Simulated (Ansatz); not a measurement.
# SiC: biaxial strain −0.78 %, plane normal [001], relaxed out of plane

Consider SiC (space group P6_3mc, No. 186; a = 3.095 Å, c = 15.186 Å). Axes: x lies along a and z along c of the hexagonal cell.

One thing is altered: compressive biaxial strain of 0.78 % in the plane normal to [001], as in epitaxy on a mismatched substrate; the out-of-plane cell vector and the atoms relax.

The values are results of PBE in Ansatz (plane waves to 420 eV, PAW, without spin-orbit coupling), earlier PAW set, not measurements. Settings: 10×10×2 k-points, 0.05 eV Fermi–Dirac smearing.

```tsv
quantity	base	changed	shift
volume per atom	10.50 Å³	10.35 Å³	-0.15 Å³
space group	P6_3mc (No. 186)	P6_3mc (No. 186)	–
shortest interatomic distance	1.894 Å	1.883 Å	-0.011 Å
band gap (an upper bound: an edge found on the path is not a true extremum; both cells)	2.03 eV	1.99 eV	-0.04 eV
out-of-plane strain	–	+0.16 %	–
```

Stability against distortions was not tested.

Ansatz is an electronic-structure program.
